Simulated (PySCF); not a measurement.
PySCF 2.14.0, PBE/def2-svp, df: Si(OH)4 (O[Si](O)(O)O), 9 atoms. The geometry is a generated start, not checked to be a minimum at this level.

```yaml
task: energy
method: pbe
basis: def2-svp
two_electron_scheme: density fitting
mol.max_memory: 3000 MB
mf.max_cycle: 100
mf.init_guess: minao (default)
mf.DIIS: CDIIS (default)
mf.conv_tol: 1e-09 (default)
mf.grids.level: 3 (default)
basis_functions: 94
grid_points: 114744
```

```xyz
9

O      0.7300     1.1896    -0.8331
Si     0.0032    -0.0026    -0.0034
O     -1.0587     0.7072     1.0013
O     -0.6490    -1.0050    -1.1043
O      0.9826    -0.9075     0.9239
H      0.9659     1.9881    -0.3694
H     -1.4016     0.2003     1.7312
H     -1.1196    -0.6278    -1.8416
H      1.5473    -1.5424     0.4954
```

One run each on 2 threads, 1 BLAS thread. Values of diis_space tried: 3, 5, 8 (default), 12, 20.

**Question.** Which value of diis_space needs the fewest Fock builds, and what happens away from it?

**Answer.** Fewest Fock builds, within one of each other: 5 with 11, 8 (default) with 11, 12 with 11, 20 with 11. The count rises to 18 at 3. All converge to one solution.

```
diis_space   Fock builds            end
-----------  -----------  -------------
3                     18  same solution
5                     11  same solution
8 (default)           11  same solution
12                    11  same solution
20                    11  same solution
```
